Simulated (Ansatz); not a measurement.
Consider SnSe$_{2}$ in the CdI2 type structure (space group P-3m1, No. 164; a = 3.8402 Å, c = 6.0066 Å; layered, stacked along the Cartesian z axis). Axes: x lies along a and z along c of the hexagonal cell.

Computed with PBE-D3(BJ) (Ansatz, a quantum-chemistry and plane-wave program; PAW; 420 eV plane waves; no SOC).

For the base:

```
Quantity     Value
--------  --------
Pressure  0.00 GPa
Band gap   0.36 eV
```

Modification: the cell is stretched by 1.50 % along z with no lateral relaxation; the atoms relax in the strained cell.

Q: Estimate the effect on the pressure, band gap, energy relative to the base and largest internal atomic displacement.

A: The pressure (mean of the normal stresses, compression positive) goes from zero to -0.30 GPa; the band gap rises by 0.10 eV (0.36 eV → 0.46 eV); the energy goes up by 0.5 meV/atom; the largest internal atomic displacement amounts to 0.021 Å.

Whether these cells are dynamically stable was not tested.
